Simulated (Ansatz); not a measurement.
Seebeck coefficient (μV/K, mean over directions) of n-type AlAs (F-43m) against carrier density, HSE06 with spin-orbit coupling, rigid bands in Ansatz (a quantum-chemistry and plane-wave program). Computed gap 1.99 eV; densities at which minority carriers matter at this gap, or further valleys turn the trend, are left out. Conductivity mass 0.32 mₑ (harmonic mean over directions), N_c = 1.6e19 cm⁻³ at 300 K.

| electron density | 300 K | 500 K |
|---|---|---|
| 1e16 cm⁻³ | ? | ? |
| 1e17 cm⁻³ | -652 | -720 |
| 1e18 cm⁻³ | -454 | -522 |
| 3e18 cm⁻³ | -361 | -428 |
| 1e19 cm⁻³ | -260 | -326 |
| 3e19 cm⁻³ | -175 | -236 |
| 1e20 cm⁻³ | ? | -146 |
| 3e20 cm⁻³ | -52 | -84 |
| 1e21 cm⁻³ | -28 | -46 |

**Question.** Some entries are withheld; supply them.

**Answer.** 
- 1e16 cm⁻³, 300 K: -851
- 1e16 cm⁻³, 500 K: -918
- 1e20 cm⁻³, 300 K: -97

Rigid bands with a gap fixed in temperature, one relaxation time for all states, no polarons or phonon drag, and whether or not such doping can be reached. Geometry: cell and atoms relaxed with PBEsol.
